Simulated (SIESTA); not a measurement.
Checking a run of SIESTA on VSe (P1, 4 atoms in the cell). The aim is a self-consistent single point with DFT, LDA PW92, numerical atomic orbitals DZP, PseudoDojo LDA standard norm-conserving potentials (rewritten from UPF to PSML).

Cell that was meant: a = 3.6290 Å, b = 3.6290 Å, c = 6.5722 Å, α = 90.00°, β = 90.00°, γ = 90.00°.

Part of the input:

```
PAO.BasisSize                DZP
PAO.EnergyShift              0.01 Ry
MeshCutoff                   400 Ry
OccupationFunction           FD
ElectronicTemperature        0.1 eV

MaxSCFIterations             150
```

Log, with long lists cut:

```
reinit: Reading from file input.fdf

reinit: System Name: VSe
reinit: System Label: vse

   [... lines left out ...]
Gamma-point calculation with interaction between periodic images
Gamma-point calculation with interaction between periodic images
Some features might not work optimally:
Some features might not work optimally:
e.g. DM initialization from atomic data
e.g. DM initialization from atomic data
new_DM -- step:     1
Initializing Density Matrix...

Attempting to read DM from file... Failed...
DM filled with atomic data:

InitMesh: MESH = 48 x 48 x 80 = 184320
InitMesh: Mesh cutoff (required, used) =   400.000   409.504 Ry

stepf: Fermi-Dirac step function
        iscf     Eharris(eV)        E_KS(eV)     FreeEng(eV)     dDmax    Ef(eV) dHmax(eV)
   scf:    1   -10573.519269   -10601.990674   -10601.997917  1.169225 -3.470195  6.989854
   scf:    2   -10604.025655   -10603.213609   -10603.237822  0.104639 -3.714289  3.475911
   scf:    3   -10603.790045   -10603.627885   -10603.684160  0.107180 -3.935862  2.583210
   scf:    4   -10603.917155   -10603.825964   -10603.881403  0.066828 -4.006548  1.642204
   scf:    5   -10603.934609   -10603.909948   -10603.992101  0.078588 -4.171278  0.319039
   [... 5 lines left out ...]
   scf:   11   -10603.912437   -10603.911640   -10604.000242  0.001641 -4.160710  0.013673
   scf:   12   -10603.912782   -10603.912229   -10604.000241  0.001050 -4.159722  0.015252
   scf:   13   -10603.911891   -10603.912066   -10604.000252  0.000448 -4.160345  0.001248
   scf:   14   -10603.912106   -10603.912086   -10604.000252  0.000037 -4.160332  0.000255
SCF Convergence by DM+H criterion
max |DM_out - DM_in|         :     0.0000373237
max |H_out - H_in|      (eV) :     0.0002550537
SCF cycle converged after 14 iterations

Using DM_out to compute the final energy and forces

siesta: E_KS(eV) =           -10603.9121

siesta: E_KS - E_eggbox =    -10603.9121

siesta: Atomic forces (eV/Ang):
     1    0.191052   -2.277003   -0.066348
     2    0.746988    3.179241    0.740942
     3   -0.553479   -0.912819   -1.537638
     4   -0.376560    0.005615    0.868149
   Tot    0.008000   -0.004965    0.005104
   Max    3.179241
   Res    1.317815    sqrt( Sum f_i^2 / 3N )
   Max    3.179241    constrained

Stress tensor Voigt[x,y,z,yz,xz,xy] (kbar):      137.74      119.59      -57.92      -35.19       -2.65        3.85
   [... lines left out ...]
siesta: FreeEng =    -10604.000252
   [... lines left out ...]
siesta:     0.002406    0.074639   -0.021960
siesta:    -0.001652   -0.021961   -0.036151

siesta: Cell volume =         86.555209 Ang**3

siesta: Pressure (static):
siesta:                Solid            Molecule  Units
siesta:          -0.00045185          0.00008203  Ry/Bohr**3
siesta:          -0.04148732          0.00753156  eV/Ang**3
siesta:         -66.47001845         12.06689479  kBar
```

Problem. Is this run sound? If not, what is wrong?

Solution. The run is not sound. The fault is a single k-point for a small cell. The zone centre alone samples the bands of a small cell poorly; it suits large supercells. To fix it, use a k-point mesh or a larger supercell. The run converged in 14 iterations without an error; against the sound input the free energy goes up by 601 meV/atom, the pressure goes from -3.90 to -6.65 GPa and the largest force goes from 2.045 to 3.349 eV/Å.

The sound input it was made from differs as follows (other fixes are possible):
```diff
+%block kgrid.MonkhorstPack
+    6   0   0  0.0
+    0   6   0  0.0
+    0   0   4  0.0
+%endblock kgrid.MonkhorstPack
```

With that input, the run converged in 13 iterations: free energy E − TS -10606.4045 eV; Fermi level (on the code's own zero) -5.21 eV; pressure -3.90 GPa; largest force (vector length) 2.045 eV/Å (DFT, LDA PW92, numerical atomic orbitals DZP, PseudoDojo LDA standard norm-conserving potentials (rewritten from UPF to PSML)).

On the sound input: the starting cell comes from a database of computed structures (which also holds hypothetical and non-ambient phases and stackings), without a prior relaxation at this level. Its atoms were displaced at random from the sites of space group no. 129. Spin polarisation is off, so a magnetic state, if there is one, cannot be reached. Values carry the incompleteness of an atom-centred basis. With a pressure of about -4 GPa the cell is away from its equilibrium volume at this level. Forces in this geometry exceed 1 eV/Å.
